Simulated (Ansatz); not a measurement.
# How the lattice parameter c of SnS (model structure, started from the WC type, P-6m2, No. 187, 2 atoms in the cell) moves with the method

No measured value is used here.

```
level (code)         value (Å)
-------------------  ---------
PBE (Ansatz)             3.764
PBEsol (Ansatz)          3.752
PBE-D3(BJ) (Ansatz)      3.764
```

PBE-D3(BJ): a distance lies near a switch of the dispersion term, which can move the cell. Ansatz's density-functional and Hartree–Fock values are scalar-relativistic unless marked +SOC, with PAW data made under PBE.

A model structure was made by putting elements into a prototype or built by hand; it is no filed structure, need not be a known phase, and can be a saddle point held by its symmetry.

Ansatz is a quantum-chemistry and plane-wave program.
